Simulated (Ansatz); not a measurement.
Partial pair distribution functions of a relaxed model of amorphous Si₂₄O₅₁Sc₂, broadened by 0.06 Å; density 2.28 g/cm³. Level of theory: PBE, scalar-relativistic without spin-orbit coupling (plane waves to 420 eV, PAW; Ansatz, a program for electronic structure).

It comes from a melt-quench run on a machine-learned potential (CHGNet), relaxed afterwards by DFT. O atoms were pushed apart under 1.9 Å during the dynamics, to hinder bonds among them. The hot cell started wider than the set density and was brought back towards it in steps. It is the lowest in DFT energy of 2 quenches. It is a model cell: composition and starting density were chosen by hand, and all elements were melted together. No dispersion term was used. Its density started from a set value of 2.28 and ended at 2.28 g/cm³. The simulated quench (nominally 480 K/ps over its main leg) is rapid and tends to freeze in more defects than a deposited or slowly cooled glass has. A cell of this size samples the disorder only roughly. The volume was held where the preparation left it, at a PBE pressure of -0.1 GPa (tension). Stress components on the final sampling reach 1.8 GPa.

| r (Å) | g Si-O | g O-Sc | g Si-Si | g O-O |
|---|---|---|---|---|
| 1.40 | 0.02 | 0.00 | 0.00 | 0.00 |
| 1.50 | 1.85 | 0.00 | 0.00 | 0.00 |
| 1.60 | 14.49 | 0.00 | 0.00 | 0.00 |
| 1.70 | 9.66 | 0.01 | 0.00 | 0.00 |
| 1.80 | 0.78 | 0.63 | 0.00 | 0.00 |
| 1.90 | 0.23 | 5.56 | 0.00 | 0.00 |
| 2.00 | 0.02 | 4.71 | 0.00 | 0.00 |
| 2.10 | 0.00 | 2.18 | 0.00 | 0.00 |
| 2.20 | 0.00 | 2.47 | 0.00 | 0.00 |
| 2.30 | 0.00 | 3.05 | 0.00 | 0.09 |
| 2.40 | 0.00 | 1.84 | 0.00 | 0.26 |
| 2.50 | 0.00 | 0.10 | 0.00 | 1.54 |
| 2.60 | 0.01 | 0.40 | 0.03 | 5.24 |
| 2.70 | 0.07 | 0.76 | 0.36 | 5.22 |
| 2.80 | 0.08 | 0.09 | 1.42 | 2.39 |
| 2.90 | 0.18 | 0.03 | 2.28 | 1.00 |
| 3.00 | 0.21 | 0.46 | 3.21 | 0.43 |
| 3.10 | 0.46 | 0.59 | 4.24 | 0.39 |
| 3.20 | 0.68 | 0.62 | 3.35 | 0.44 |
| 3.30 | 0.74 | 0.43 | 0.83 | 0.59 |
| 3.40 | 0.90 | 0.95 | 0.03 | 0.60 |
| 3.50 | 1.05 | 1.56 | 0.00 | 0.69 |
| 3.60 | 1.26 | 0.76 | 0.03 | 0.37 |
| 3.70 | 1.16 | 0.70 | 0.27 | 0.38 |
| 3.80 | 1.27 | 0.78 | 0.40 | 0.54 |
| 3.90 | 1.44 | 0.83 | 0.68 | 0.48 |
| 4.00 | 1.52 | 0.75 | 0.34 | 0.60 |
| 4.10 | 2.06 | 1.59 | 0.30 | 0.82 |
| 4.20 | 1.96 | 2.16 | 0.44 | 1.13 |
| 4.30 | 1.35 | 1.64 | 0.48 | 0.79 |
| 4.40 | 0.91 | 0.75 | 1.03 | 0.67 |
| 4.50 | 0.62 | 2.05 | 0.86 | 0.94 |
| 4.60 | 0.66 | 1.72 | 0.52 | 1.29 |
| 4.70 | 0.74 | 1.75 | 0.73 | 1.29 |
| 4.80 | 0.69 | 1.53 | 1.35 | 1.24 |
| 4.90 | 0.62 | 0.68 | 1.40 | 1.35 |
| 5.00 | 0.69 | 0.12 | 1.22 | 1.57 |
| 5.10 | 0.77 | 0.46 | 1.79 | 1.53 |
| 5.20 | 0.73 | 1.45 | 1.56 | 1.34 |

Within 2.02 Å each Si has 4.04 O neighbours on average.
